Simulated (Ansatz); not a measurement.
## Short convergence ladders for LaC2 (Imm2, 3 atoms in the cell)

```yaml
crystal:
  lattice:
    - [-2.00510, 2.44235, 2.72873]
    - [2.00510, -2.44235, 2.72873]
    - [2.00510, 2.44235, -2.72873]
  atoms:
    - { symbol: La, position: [0.00916, 0.00916, 0.00000] }
    - { symbol: C, position: [0.63322, 0.50000, 0.13322] }
    - { symbol: C, position: [0.36678, 0.50000, 0.86678] }
```

Base method: PBEsol, default PAW files made with PBE (plane waves; Ansatz, a first-principles code).

Base settings: basis.ecutwfc = 30.9 Ry; kpoints.mp_grid.grid = 11 11 11; hamiltonian.xc = pbesol; hamiltonian.pseudopotentials = {kind: paw} (the program's default PAW files); scf.occupations.method = gaussian; scf.occupations.width = 0.0073 Ry.

The count of work is k-points × plane waves × bands × iterations; it is no time. Core times come from one kind of shared machine, to one figure; runs under 30 s give none.

**The width of Fermi-Dirac smearing**

In this ladder: kpoints.mp_grid.grid = 18 18 18; scf.occupations.method = fermi_dirac.

Narrow widths need finer meshes than wide ones, so the last steps can hold mesh noise.

Only quantities that move along the ladder and can be compared are tabulated; pressure and forces are left out, as mesh noise rules them at narrow widths.

| scf.occupations.width | free energy less the last step's (meV/atom) | energy extrapolated to zero width less the last step's (meV/atom) | core time / last (rough) |
|---|---|---|---|
| 0.0735 Ry | -671.85 | 83.69 | 2 |
| 0.0367 Ry | -146.24 | 10.38 | 0.9 |
| 0.022 Ry | -48.12 | 3.03 | 0.7 |
| 0.0147 Ry | -19.85 | 1.06 | 0.6 |
| 0.0073 Ry | -3.66 | 0.21 | 0.8 |
| 0.0037 Ry | 0.00 | 0.00 | 1 |

Widest scf.occupations.width that holds the free energy within 5 meV/atom: not settled: the last two steps still differ by 3.7 meV/atom, over half the tolerance, so the ladder does not show it.

Widest scf.occupations.width that holds the energy extrapolated to zero width within 2 meV/atom of the last step, with all finer ones: 0.0147 Ry; the step before is off by 3.0 meV/atom.

The extrapolation to zero width removes most of the smearing's effect on the energy.

**The width of Methfessel-Paxton smearing**

In this ladder: kpoints.mp_grid.grid = 18 18 18; scf.occupations.method = methfessel_paxton.

Narrow widths need finer meshes than wide ones, so the last steps can hold mesh noise.

Only quantities that move along the ladder and can be compared are tabulated; pressure and forces are left out, as mesh noise rules them at narrow widths.

```tsv
scf.occupations.width	free energy less the last step's (meV/atom)
0.0367 Ry	1.34
0.022 Ry	0.38
0.0147 Ry	0.13
0.0073 Ry	-0.01
0.0037 Ry	0.00
```

Widest scf.occupations.width that holds the free energy within 0.5 meV/atom of the last step, with all finer ones: 0.022 Ry; the step before is off by 1.3 meV/atom.

**The mesh under tetrahedron occupations**

In this ladder: scf.occupations.method = tetrahedron; scf.occupations.width = default.

Only quantities that move along the ladder and can be compared are tabulated.

| kpoints.mp_grid.grid | free energy less the last step's (meV/atom) | pressure (GPa) | largest difference of a force vector from the last step's (eV/Å) | count of work / last | core time / last (rough) |
|---|---|---|---|---|---|
| 5 5 5 | -2.22 | -4.19 | 0.049 | 0.012 | – |
| 6 6 6 | -0.15 | -4.11 | 0.028 | 0.021 | – |
| 7 7 7 | 1.79 | -4.10 | 0.010 | 0.029 | – |
| 8 8 8 | 0.03 | -4.12 | 0.015 | 0.043 | – |
| 10 10 10 | 0.51 | -4.10 | 0.006 | 0.078 | – |
| 13 13 13 | 0.07 | -4.10 | 0.004 | 0.16 | – |
| 16 16 16 | -0.01 | -4.10 | 0.002 | 0.28 | 0.2 |
| 20 20 20 | 0.06 | -4.09 | 0.001 | 0.53 | 0.4 |
| 25 25 25 | 0.00 | -4.09 | 0.000 | 1.0 | 1 |

Coarsest kpoints.mp_grid.grid that holds the forces within 0.005 eV/Å of the last step, with all finer ones: 13 13 13, at 0.16 of the last step's count of work; the step before is off by 0.006 eV/Å.

Coarsest kpoints.mp_grid.grid that holds the pressure within 0.05 GPa of the last step, with all finer ones: 6 6 6, at 0.021 of the last step's count of work; the step before is off by 0.10 GPa.

Coarsest kpoints.mp_grid.grid that holds the free energy within 2 meV/atom of the last step, with all finer ones: 6 6 6, at 0.021 of the last step's count of work; the step before is off by 2.2 meV/atom.

On the base run: the starting cell comes from a database of computed structures (which also holds hypothetical and non-ambient phases and stackings), without a prior relaxation at this level. Its lattice was rescaled by up to half a per cent. One atom was moved a little off its site on purpose. In the base run, with a pressure of about -4 GPa the cell is away from its equilibrium volume at this level. Ansatz's pressure includes its estimate of the finite-basis (Pulay) stress.

Left out of this page: 4 runs of the series outside the window shown, repeating another row's setting, or not comparable; 1 run of the series unsound by tests on forces, stress, charge or solver warnings.

Keys are those of Ansatz 0.2.
